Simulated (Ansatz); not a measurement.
## Rb2LiTlBr6 (space group Fm-3m, No. 225; a cell from a computed database, its experimental status unchecked)

```cif
data_Br6LiRb2Tl
_chemical_formula_sum 'Rb2 Li1 Tl1 Br6'
_space_group_name_H-M_alt 'P 1'
_space_group_IT_number 1
_cell_length_a 7.64655
_cell_length_b 7.64655
_cell_length_c 7.64655
_cell_angle_alpha 60.000
_cell_angle_beta 60.000
_cell_angle_gamma 60.000
loop_
_space_group_symop_operation_xyz
  'x, y, z'
loop_
_atom_site_label
_atom_site_type_symbol
_atom_site_fract_x
_atom_site_fract_y
_atom_site_fract_z
_atom_site_occupancy
Rb1 Rb 0.75000 0.75000 0.75000 1
Rb2 Rb 0.25000 0.25000 0.25000 1
Li1 Li 0.50000 0.50000 0.50000 1
Tl1 Tl 0.00000 0.00000 0.00000 1
Br1 Br 0.74714 0.25286 0.25286 1
Br2 Br 0.25286 0.74714 0.74714 1
Br3 Br 0.25286 0.74714 0.25286 1
Br4 Br 0.74714 0.25286 0.74714 1
Br5 Br 0.25286 0.25286 0.74714 1
Br6 Br 0.74714 0.74714 0.25286 1
```

Calculations: PBEsol/PAW in Ansatz (an electronic-structure program), no spin-orbit coupling, earlier PAW set. Settings: 6×6×6 k-points, 0.05 eV Fermi–Dirac smearing.

| Quantity | Value |
|---|---|
| Volume per atom | 31.61 Å³ |
| Density | 4.53 g/cm³ |
| Band gap | 0.57 eV, direct at Γ |
| Electron mass | 0.22 mₑ |
| Lowest conduction-band minima above the VBM | Γ 0.57 eV |
| Total energy | -3436.559 eV/atom (σ→0; compares only within this code and set-up) |

Spin-orbit coupling, missing from the scalar runs, can matter with Tl. Masses are band curvatures over ±0.01 Å⁻¹ around the edge. Whether these cells are dynamically stable was not tested.
